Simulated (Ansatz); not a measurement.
Abridged Ansatz (an electronic-structure program) output:

```
Relaxation: its limit of steps is 50 (relax.max_steps)
Pseudopotential: Ti, paw, valence charge 12
Pseudopotential: Al, paw, valence charge 3
Crystal: 2 atoms, lattice volume = 31.057 Å³
Basis set: ecut = 420 eV, 617 PW (Γ), exchange–correlation on 40×40×54 points (8 copies of the dense FFT grid, shifted against one another)
Bands: 12, of which v1, the nominal top of the filled ones, is band 8 counted from 1 (7 counted from 0)
Symmetry: 16 space group operations
k-points: 528 of 5600
Functional: x = pbe(κ = 0.804, μ = 0.2195149727645171), c = pbe(β = 0.06672455060314922)
SCF iter   1: F=—  HF=-3037.986482 eV  |F-HF|=—  |Δ(HF+E_count)|=         —  Δρ=3.60e-3  dr2=4.42e-3  ethr=1.77e-3  ⟨swp⟩=4.9  Hψ=32006  notcnv=0
SCF iter   2: F=—  HF=-3037.986013 eV  |F-HF|=—  |Δ(HF+E_count)|=   4.69e-4  Δρ=2.24e-3  dr2=2.23e-3  ethr=2.95e-5  ⟨swp⟩=1.0  Hψ=10560  notcnv=0
SCF 1 converged in 7 iterations: F = -3037.985791 eV  dr2 = 2.16e-12
relax step   1: F+E_penalty+E_count = -3037.98579141 eV  Δ(F+E_penalty+E_count) = +0.000e0 eV  max|allowed force component| = 2.465e-32 eV/Å  Δτ_max = 0.0000 Å  (7 SCF iters, accepted)
SCF converged after 7 iterations
Free energy (F): -3037.985791 eV
Internal energy: -3037.928437 eV  (E = F + TS)
E sigma→0 (E₀):  -3037.957114 eV
Entropy (-TS):   -0.057354 eV (-28.677 meV/atom)
Fermi energy:    11.576664 eV
--- Forces (eV/Å), atoms counted from 1 ---
  atom   1  Ti     0.00000000     0.00000000     0.00000000
  atom   2  Al     0.00000000     0.00000000     0.00000000
--- Stress (GPa, compression-positive) ---
        5.601782       0.000000       0.000000
        0.000000       5.601782       0.000000
        0.000000       0.000000       5.585140
  P = ⅓ Tr σ = 5.5962 GPa (55.962 kbar)
--- Relaxed structure (1 steps of the walk, 1 accepted, 0 SCFs on fresh bases) ---
  atoms:
    - { symbol: Ti, position: [0.0, 0.0, 0.0] }
    - { symbol: Al, position: [0.5, 0.5, 0.5] }
```

Task: What was computed, and what are the main results?

Result: TiAl, 2 atoms in the cell, with PBE/PAW in Ansatz, without spin-orbit coupling. The last SCF converged to F = -3037.985791 eV, or -1518.9929 eV per atom, at a pressure of 5.60 GPa. The total energy compares only with runs of the same code, potentials and settings.

The cells carry an imposed strain or load. Stability against distortions was not tested. The final runs are not spin-polarised. The cell was made from TiAl (space group P4/mmm, No. 123) by this change: isotropic strain −1.50 %.

Keys are those of Ansatz 0.2.
